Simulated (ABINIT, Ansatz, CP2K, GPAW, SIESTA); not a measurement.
**One structure in several programs: CdSe (F-43m, 2 atoms in the cell)**

Band-structure calculation.

```
CELL_PARAMETERS angstrom
      0.00000     3.04202     3.04202
      3.04202     0.00000     3.04202
      3.04202     3.04202     0.00000
ATOMIC_POSITIONS crystal
  Cd 0.00000 0.00000 0.00000
  Se 0.75000 0.75000 0.75000
```

Shared settings, as Ansatz (a first-principles code) writes them: kpoints.mp_grid.grid = 6 6 6; scf.occupations.method = fixed. Potentials and cutoffs stand in the table.

```
code                                                                                                                      model  gap along the path (eV)  smallest direct gap (eV)       cutoff
------  -----------------------------------------------------------------------------------------------------------------------  -----------------------  ------------------------  -----------
ABINIT                                                                                              PBE, PAW (JTH v2.0 PBE PAW)                     0.60                      0.60        20 Ha
Ansatz                                                                                                           PBE, PAW files                     0.60                      0.60      default
CP2K                                                    PBE, GPW, TZVP-MOLOPT-SR-GTH basis, GTH-PBE potentials (GTH_POTENTIALS)                     0.59                      0.59  grid 500 Ry
GPAW                                                                               PBE, GPAW PAW datasets PBE (gpaw-data 1.0.1)                     0.60                      0.60       550 eV
SIESTA  GGA PBE, numerical atomic orbitals DZP, PseudoDojo PBE standard norm-conserving potentials (rewritten from UPF to PSML)                     0.83                      0.83  grid 300 Ry
```

The spread over the programs that give each value: gap along the path within 0.24 eV; smallest direct gap within 0.24 eV.

CP2K and SIESTA use small atom-centred bases, whose incompleteness enters pressures, forces and empty levels differently from a plane-wave cutoff.

In the gap along the path, SIESTA stands apart from the plane-wave programs.

The starting cell comes from a database of computed structures (which also holds hypothetical and non-ambient phases and stackings), without a prior relaxation at this level. Its lattice was rescaled by a random factor within 2.5 % of one.

Left out of this page: Quantum ESPRESSO, Elk and FLEUR (not drawn, or without a comparable value).

Keys are those of Ansatz 0.2.
